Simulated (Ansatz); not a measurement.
BAs (F-43m), Ansatz (a first-principles code) with PBE with spin-orbit coupling, rigid bands: N_v = 1.16e19 cm⁻³ at 300 K and a hole conductivity mass of 0.348 mₑ.

Task: For 1e16 holes per cm³ at 300 K, place the Fermi level, estimate the Seebeck coefficient of a parabolic band with constant τ, and give mobility and conductivity for τ = 5 fs.

Result: The level lies k_BT ln(N_v/p) = 0.182 eV above the valence-band maximum. S ≈ +(k_B/e)[ln(N_v/p) + 5/2] = 823 μV/K, against 832 μV/K from the full bands (mean over directions). μ = eτ/m = 25.3 cm²/(V·s) and σ = peμ = 0.0405 S/cm. τ is assumed, not computed.

Band transport and this doping are assumed; polarons and phonon drag are left out. Geometry: cell and atoms relaxed with PBEsol.
